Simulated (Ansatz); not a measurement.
# MgTe: biaxial strain −1.75 %, plane normal [001], relaxed out of plane

Base system: MgTe in the wurtzite structure (space group P6_3mc, No. 186; a = 4.609 Å, c = 7.501 Å). Axes: x lies along a and z along c of the hexagonal cell.

The change: compressive biaxial strain of 1.75 % in the plane normal to [001], as in epitaxy on a mismatched substrate; the out-of-plane cell vector and the atoms relax.

Computed with PBE (Ansatz, a program for electronic structure, PAW, no spin-orbit coupling), earlier PAW set. Γ-centred 8×8×5 mesh, Fermi–Dirac width 0.05 eV.

Volume per atom: 33.77 Å³ (base 34.49 Å³)
Space group: P6_3mc (No. 186) (base P6_3mc (No. 186))
Shortest interatomic distance: 2.794 Å (base 2.818 Å)
Pressure (mean of the normal stresses, compression positive): 0.73 GPa (base -0.01 GPa)
Band gap: 2.38 eV (an upper bound: an edge found on the path is not a true extremum; the base alone) (base 2.37 eV)
Out-of-plane strain: +1.42 %
Ratio −ε⊥/ε∥: 0.81

Final structure (turned so that z lies along the plane normal):

```
CELL_PARAMETERS angstrom
      4.52793     0.00000     0.00000
      2.26397     3.92130     0.00000
      0.00000     0.00000     7.60752
ATOMIC_POSITIONS crystal
  Mg 0.66667 0.66667 0.99782
  Mg 0.33333 0.33333 0.49782
  Te 0.66667 0.66667 0.62738
  Te 0.33333 0.33333 0.12738
```

Spin-orbit coupling, missing from the scalar runs, can matter with Te. Stability against distortions was not tested.
